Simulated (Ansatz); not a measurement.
We consider C (model structure, Cmmm, No. 65, 8 atoms in the cell), described by r²SCAN in Ansatz (plane waves, PAW).

Run with plane-wave cutoff 560 eV, 10×10×14 k mesh (along the axes of the cell as run), Fermi–Dirac smearing 0.01 eV, scalar-relativistic PAW data made under PBE.

Cell (relaxed at this level):

C has the orthorhombic space group Cmmm (No. 65), Pearson symbol oS16. Conventional cell: a = 4.241 Å, b = 8.739 Å, c = 2.505 Å, α = β = γ = 90.00°. C1 on 8p is surrounded by 4 C at 1.527–1.565 Å. C2 on 8q is surrounded by 4 C at 1.527–1.571 Å (tetrahedral). (Neighbours: up to the widest gap in distance over summed covalent radii, below 1.35, at either atom.)
(The calculation used a cell of 8 atoms; values per cell refer to that cell.)

Predict the band gap, Γ–Γ gap and bulk modulus B0.


* **band gap**: 3.58 eV (on the SCF k mesh)
* **Γ–Γ gap**: 6.15 eV
* **bulk modulus B0**: 431 GPa

Note: the bulk modulus is −V dP/dV from two relaxed cells at ±2 % in volume; the relaxation could raise the start's symmetry but not lower it, so the cell can be a saddle point.

Computed values are for the static lattice.

It cost around 6 core-minutes (rough) of CPU time.

A model structure was made by putting elements into a prototype or built by hand; it is no filed structure, need not be a known phase, and can be a saddle point held by its symmetry.

Ansatz is a quantum-chemistry and plane-wave program.
